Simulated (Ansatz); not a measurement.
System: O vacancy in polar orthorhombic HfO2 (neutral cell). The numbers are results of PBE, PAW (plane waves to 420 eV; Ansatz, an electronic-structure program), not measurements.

Cell of 96 host sites held at the relaxed PBE lattice; the Γ point alone; Fermi-Dirac width 0.01 eV, spin-restricted; finite-size errors left in. Energies are static. Spin-orbit coupling is left out. The host's phase is taken as given; its stability against other phases was not computed. The charge state is imposed; whether it is stable for some Fermi level was not computed. Forms of the defect that were not tried may lie lower. The start lies 0.28 eV above the lowest site run (PBE).

Barriers: single points on a 2×2×2 k-point mesh shifted by half a step at the bands' geometries (they differ from the bands' own by up to 0.16 eV, and are uncertain by about as much).

The step: a nearby O atom hops onto the vacant site. Atoms about the jump, Cartesian Å from the middle of the jump, before and after:

```tsv
atom	x0	y0	z0	x1	y1	z1
O1	-0.35	1.32	-0.24	0.35	-1.32	0.24
Hf2	1.22	0.33	1.00	1.27	0.31	1.02
Hf3	-1.71	0.31	-1.52	-1.72	0.36	-1.53
O4	-2.25	-0.67	0.29	-2.24	-0.63	0.30
O5	-0.85	-1.37	-2.29	-0.86	-1.36	-2.27
O6	-0.12	1.34	-2.80	-0.14	1.31	-2.75
O7	-0.14	1.33	2.29	-0.15	1.33	2.21
O8	2.28	1.71	-0.26	2.23	1.67	-0.28
O9	1.78	-0.66	-2.28	1.80	-0.68	-2.29
Hf10	0.91	2.72	-1.54	0.88	2.71	-1.52
Hf11	0.90	-2.35	-1.55	0.90	-2.36	-1.55
O12	2.94	-0.70	0.26	3.03	-0.68	0.28
```

**Question.** Where do these atoms stand at the saddle point, and how high is it?

**Answer.** 
```json
[
 {"atom": "O1", "x": "-0.01", "y": "0.17", "z": "-0.31"},
 {"atom": "Hf2", "x": "1.33", "y": "0.32", "z": "1.09"},
 {"atom": "Hf3", "x": "-1.68", "y": "0.32", "z": "-1.48"},
 {"atom": "O4", "x": "-2.34", "y": "-0.74", "z": "0.28"},
 {"atom": "O5", "x": "-0.83", "y": "-1.38", "z": "-2.33"},
 {"atom": "O6", "x": "-0.13", "y": "1.34", "z": "-2.80"},
 {"atom": "O7", "x": "-0.15", "y": "1.38", "z": "2.21"},
 {"atom": "O8", "x": "2.31", "y": "1.73", "z": "-0.24"},
 {"atom": "O9", "x": "1.83", "y": "-0.71", "z": "-2.35"},
 {"atom": "Hf10", "x": "0.89", "y": "2.70", "z": "-1.51"},
 {"atom": "Hf11", "x": "0.92", "y": "-2.37", "z": "-1.63"},
 {"atom": "O12", "x": "2.96", "y": "-0.73", "z": "0.23"}
]
```
It lies 1.78 eV above the start and 2.05 eV above the end. The program found a first-order saddle point.
